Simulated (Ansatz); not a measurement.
A computed series for AlAs: response to strain

Start from AlAs in the zinc blende structure (space group F-43m, No. 216; a = 5.675 Å).

Strains are applied to the cell and any free atomic positions relax.

The values are results of PBEsol (Ansatz, a first-principles code), no spin-orbit coupling, not measurements.

```tsv
isotropic strain (%)	pressure (GPa)
-5.69	18.3
-3.88	?
-2.97	7.9
0	0.0
1.4	-2.8
```

**Question.** Fit P = P₀ − Bδ + Cδ² with δ = (1 + ε)³ − 1 to the rows shown and predict the withheld row.

**Answer.** Least squares on the printed values gives P₀ = -0.2 GPa, B = 71.5 GPa, C = 266 GPa (largest residual 0.2 GPa); this predicts 11.2 GPa, and the run gives 11.0 GPa, 0.2 lower.

Stability against distortions was not tested.
